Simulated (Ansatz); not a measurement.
Start from ZnSnO$_{3}$ (space group R3c, No. 161).

```yaml
crystal:
  lattice:
    - [2.63902, 1.52364, 4.66974]
    - [-2.63902, 1.52364, 4.66974]
    - [0.00000, -3.04728, 4.66974]
  atoms:
    - { symbol: Zn, position: [0.29504, 0.29504, 0.29504] }
    - { symbol: Zn, position: [0.79504, 0.79504, 0.79504] }
    - { symbol: Sn, position: [0.01258, 0.01258, 0.01258] }
    - { symbol: Sn, position: [0.51258, 0.51258, 0.51258] }
    - { symbol: O, position: [0.72138, 0.11620, 0.40509] }
    - { symbol: O, position: [0.40509, 0.72138, 0.11620] }
    - { symbol: O, position: [0.11620, 0.40509, 0.72138] }
    - { symbol: O, position: [0.90509, 0.61620, 0.22138] }
    - { symbol: O, position: [0.22138, 0.90509, 0.61620] }
    - { symbol: O, position: [0.61620, 0.22138, 0.90509] }
```

Cartesian axes are those of the cell as printed.

The values are results of plane-wave PAW DFT at the PBEsol level (Ansatz, a quantum-chemistry and plane-wave program, 420 eV), scalar-relativistic without spin-orbit coupling, earlier PAW set, not measurements.

Strains are applied to the cell and any free atomic positions relax; under biaxial strain the out-of-plane vector relaxes too.

One change was made to it. Results:

```json
[
 {"quantity": "gap character", "base": "direct at Γ", "after": "direct at Γ"},
 {"quantity": "electron mass", "base": "0.19 mₑ (at Γ)", "after": "0.20 mₑ (at Γ)"},
 {"quantity": "energy relative to the base (free energy F)", "base": "0 meV/atom", "after": "+9.8 meV/atom"}
]
```

Q: Which change produced these results?
A) biaxial strain −1.99 %, plane normal [001], relaxed out of plane
B) biaxial strain −2.28 %, plane normal [001], relaxed out of plane
C) biaxial strain +1.46 %, plane normal [001], relaxed out of plane
D) isotropic strain +4.19 %

A: A, biaxial strain −1.99 %, plane normal [001], relaxed out of plane. For comparison, the energy relative to the base in the other runs: biaxial strain +1.46 %, plane normal [001], relaxed out of plane gives +5.1 meV/atom; isotropic strain +4.19 % gives +88 meV/atom; biaxial strain −2.28 %, plane normal [001], relaxed out of plane gives +13 meV/atom.

Effective masses come from finite differences of ±0.01 Å⁻¹. No phonon test of stability was made.
